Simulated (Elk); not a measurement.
Band structure of Zr2Al (I4/mcm, 6 atoms in the cell).

```
CELL_PARAMETERS angstrom
     -3.40325     3.40325     2.67265
      3.40325    -3.40325     2.67265
      3.40325     3.40325    -2.67265
ATOMIC_POSITIONS crystal
  Zr 0.34860 0.15140 0.50000
  Zr 0.65140 0.84860 0.50000
  Zr 0.15140 0.65140 0.80280
  Zr 0.84860 0.34860 0.19720
  Al 0.25000 0.25000 0.00000
  Al 0.75000 0.75000 0.00000
```

Method of the run: PBEsol, all-electron FP-LAPW, Elk's shipped species files, default APW+lo basis run with Elk.

Settings: xctype = 22; stype = 0; swidth = 0.00367493 Ha; ngridk = 5 5 5; maxscl = 100.

The starting cell comes from a database of computed structures (which also holds hypothetical and non-ambient phases and stackings), without a prior relaxation at this level. Its lattice was rescaled by a random factor within 2.5 % of one. Values depend on the basis (sphere radii, cutoffs, local orbitals), which need not be converged.

Levels in eV from the Fermi level, bands 30 to 37:
| point | 30 | 31 | 32 | 33 | 34 | 35 | 36 | 37 |
|---|---|---|---|---|---|---|---|---|
| Γ | -0.87 | -0.83 | -0.44 | -0.30 | -0.30 | 1.54 | 1.80 | 2.11 |
| X | -0.95 | -0.86 | -0.74 | 0.17 | 0.25 | 1.31 | 1.34 | 1.50 |
| M | -0.78 | -0.34 | -0.23 | 0.06 | 0.40 | 0.78 | 0.78 | 1.26 |
| Z | -0.70 | -0.31 | -0.19 | -0.01 | 0.89 | 0.89 | 0.91 | 1.10 |
| P | -0.59 | -0.41 | -0.41 | -0.24 | -0.24 | 0.58 | 0.58 | 2.45 |
| N | -0.48 | -0.31 | -0.31 | 0.18 | 0.18 | 0.64 | 0.64 | 1.91 |
| Z1 | -0.70 | -0.31 | -0.19 | -0.01 | 0.89 | 0.89 | 0.91 | 1.10 |

Bands cross the Fermi level along this path, so the cell is metallic at this level.
